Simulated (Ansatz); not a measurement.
WMo3 (model structure, started from the A15 type, Pm-3n, No. 223, 8 atoms in the cell), treated with PBEsol in Ansatz (PAW).

The input as run:

Ansatz 0.2 input:
```yaml
crystal:
  lattice:
    - [4.9709115805, 0.0, 0.0]
    - [0.0, 4.9709115805, 0.0]
    - [0.0, 0.0, 4.9709115805]
  atoms:
    - { symbol: Mo, position: [0.25, 0.0, 0.5] }
    - { symbol: Mo, position: [0.75, 0.0, 0.5] }
    - { symbol: Mo, position: [0.0, 0.5, 0.25] }
    - { symbol: Mo, position: [0.0, 0.5, 0.75] }
    - { symbol: Mo, position: [0.5, 0.25, 0.0] }
    - { symbol: Mo, position: [0.5, 0.75, 0.0] }
    - { symbol: W, position: [0.0, 0.0, 0.0] }
    - { symbol: W, position: [0.5, 0.5, 0.5] }
basis:
  ecutwfc: 520
  ecutrho_ratio: 4
  xc_grid: 2
kpoints:
  mp_grid: { grid: [12, 12, 12] }
hamiltonian:
  xc: pbesol
  dispersion: none
  pseudopotentials: { kind: paw }
scf:
  occupations: { method: fermi_dirac, width: 0.05 }
output:
  forces: true
  stress: true
  eigenvalues: true
relax:
  f_tol: 0.004
  escape_saddle: false
  max_steps: 80
```

The run printed, among other lines:

```
WARN output.stress: scf.convergence.dr2_threshold = 1e-7 eV (the SCF's general default) is looser than the 8e-10 eV advised for a printed stress (1e-10 eV for …
Relaxation: its limit of steps is 80 (relax.max_steps)
Crystal: 8 atoms, lattice volume = 122.831 Å³
Basis set: ecut = 520 eV, 3287 PW (Γ), exchange–correlation on 80×80×80 points (8 copies of the dense FFT grid, shifted against one another)
Bands: 68, of which v1, the nominal top of the filled ones, is band 56 counted from 1 (55 counted from 0)
Symmetry: 48 space group operations
Space group: Pm-3n (ITA 223), of the structure as read, at distance tolerance 5.0e-5 Å
k-points: 84 of 1728
Functional: x = pbesol(κ = 0.804, μ = 0.12345679012345678), c = pbesol(β = 0.046)
SCF iter   1: F=—  HF=-49897.224931 eV  |F-HF|=—  |Δ(HF+E_count)|=         —  Δρ=8.06e-3  dr2=8.71e-2
SCF iter   2: F=—  HF=-49897.209027 eV  |F-HF|=—  |Δ(HF+E_count)|=   1.59e-2  Δρ=3.92e-3  dr2=1.66e-2
  ...
SCF iter   5: F=—  HF=-49897.204453 eV  |F-HF|=—  |Δ(HF+E_count)|=   5.10e-6  Δρ=1.67e-5  dr2=2.96e-7
SCF iter   6: F=-49897.204453 eV  HF=-49897.204453 eV  |F-HF|=1.90e-9  |Δ(HF+E_count)|=   9.05e-8  Δρ=2.75e-6  dr2=6.45e-9
SCF 1 converged in 6 iterations: F = -49897.204453 eV  dr2 = 6.45e-9
relax step   1: F+E_penalty+E_count = -49897.20445331 eV  Δ(F+E_penalty+E_count) = +0.000e0 eV  max|allowed force component| = 7.083e-18 eV/Å  Δτ_max = 0.0000 Å  (6 SCF iters, accepted)
SCF converged after 6 iterations
Free energy (F): -49897.204453 eV
Internal energy: -49897.172262 eV  (E = F + TS)
E sigma→0 (E₀):  -49897.188357 eV
Fermi energy:    21.617825 eV
--- Forces (eV/Å), atoms counted from 1 ---
  atom   1  Mo     0.00000000    -0.00000000    -0.00000000
  atom   2  Mo     0.00000000    -0.00000000    -0.00000000
  atom   3  Mo    -0.00000000     0.00000000     0.00000000
  atom   4  Mo    -0.00000000     0.00000000     0.00000000
  atom   5  Mo     0.00000000    -0.00000000     0.00000000
  atom   6  Mo    -0.00000000    -0.00000000     0.00000000
  atom   7  W      0.00000000     0.00000000     0.00000000
  atom   8  W      0.00000000    -0.00000000     0.00000000
--- Stress (GPa, compression-positive) ---
        5.968116      -0.000000       0.000000
       -0.000000       5.968116      -0.000000
        0.000000       0.000000       5.968116
  P = ⅓ Tr σ = 5.9681 GPa (59.681 kbar)
```

The cell is one volume of an energy–volume scan, off the minimum.

The PAW data were made under PBE.

Note: the run has no spin polarisation, so it can have missed a magnetic state. Note: the relaxation could raise the start's symmetry but not lower it, so the cell can be a saddle point.

The result took about 50 core-seconds (a rough figure).

A model structure was made by putting elements into a prototype or built by hand; it is no filed structure, need not be a known phase, and can be a saddle point held by its symmetry.

Ansatz is an electronic-structure program.
